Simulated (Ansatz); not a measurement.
Name crystals whose Seebeck coefficient, p-type 1e19 cm⁻³ lies between 350 and 540 μV/K and whose electron conductivity mass lies between 0.28 and 0.44 mₑ, by PBEsol with spin-orbit coupling, rigid bands (Ansatz, a quantum-chemistry and plane-wave program).

Many crystals can fit; among those computed here:
- SiC (F-43m): 444 μV/K, 0.30 mₑ
- BeS (F-43m): 368 μV/K, 0.37 mₑ
- CsBr (Pm-3m): 437 μV/K, 0.30 mₑ
- BaS (Fm-3m): 434 μV/K, 0.43 mₑ
- RbBr (Fm-3m): 474 μV/K, 0.37 mₑ

Masses are for dilute carriers at 300 K, harmonic means over directions unless an axis is named. Seebeck coefficients are for the stated density at 300 K, with one relaxation time for all states and whether or not that doping can be reached.

Formula and space group known from diffraction (Crystallography Open Database), not checked to be the room-temperature form: BaS (Fm-3m), RbBr (Fm-3m).
